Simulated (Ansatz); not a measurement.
The starting structures come from a database of crystals and need not be the phases stable at ambient conditions.

Tunnelling through a barrier is set by its complex band structure: the current falls as exp(−2κd) with the smallest κ.

Here is the system:

```xyz
14
Lattice="7.3646 -0.0131 0.0135 -2.0883 7.0623 0.0135 1.2586 1.6815 4.4826" Properties=species:S:1:pos:R:3 pbc="T T T"
Hg     3.0037     6.1594     2.3314
Hg     3.5312     2.5713     2.1782
Hg     2.1011     4.9535     4.4196
Hg     4.4338     3.7772     0.0901
Mo    -0.8176     6.7671     1.1342
Mo     7.3525     1.9636     3.3755
O      5.6719     1.5344     3.1430
O      0.8630     7.1963     1.3666
O      7.2906     3.6970     3.6080
O     -0.7557     5.0336     0.9017
O      2.2471     2.0527     3.8454
O      4.2878     6.6780     0.6642
O      5.8281     6.8369     2.9056
O      0.7068     1.8938     1.6041
```

The cell was relaxed by PBE-D3(BJ); by PBEsol it stands under a pressure of -2.7 GPa.

Transport runs along the normal of the first two printed cell vectors.

The gap is the functional's own, uncorrected, and κ follows it; spin-orbit coupling is left out. Mid-gap means the computed energy nearest the middle.

### Question
Compute, with PBEsol in Ansatz (an electronic-structure program), the band gap and the smallest decay constant κ at mid-gap.

### Answer
Gap 1.80 eV on a 6×6×8 mesh; κ = 0.178 1/Å, at (0.250, 0.250) of the in-plane reciprocal vectors. At the zone centre the slowest state has κ = 0.31 1/Å.
